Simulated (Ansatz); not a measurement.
The cell is made up: elements placed on another compound's structure type, so the phase may be hypothetical.

By r2SCAN, the system below comes out a metal.

The ballistic (Sharvin) conductance counts the channels at the Fermi level: G/A = (e²/h) × channels of both spins per area.

Given:

```yaml
crystal:
  lattice:
    - [3.80414, 0.00000, 0.00000]
    - [1.90207, 7.36855, 0.32158]
    - [0.00000, 0.25766, 3.93835]
  atoms:
    - { symbol: H, position: [0.05352, 0.51831, 0.97663] }
    - { symbol: H, position: [0.57183, 0.48169, 0.02337] }
    - { symbol: W, position: [0.94137, 0.15123, 0.21143] }
    - { symbol: W, position: [0.09260, 0.84877, 0.78857] }
    - { symbol: O, position: [0.08878, 0.85457, 0.28843] }
    - { symbol: O, position: [0.94334, 0.14543, 0.71157] }
    - { symbol: O, position: [0.44317, 0.14619, 0.21304] }
    - { symbol: O, position: [0.58936, 0.85381, 0.78696] }
    - { symbol: O, position: [0.81175, 0.41254, 0.15015] }
    - { symbol: O, position: [0.22429, 0.58746, 0.84985] }
```

Space group of this cell: C2. The cell was relaxed by PBE-D3(BJ); by r2SCAN its mean pressure is -3.3 GPa.

The current flows along the normal of the first two printed cell vectors. No spin-orbit coupling; the value is a mean over 0.1 eV about the Fermi level.

Estimate the ballistic conductance per area that r2SCAN run with Ansatz (an electronic-structure program) returns for this system.

0.49 × 10¹⁵ S/m² for both spins.
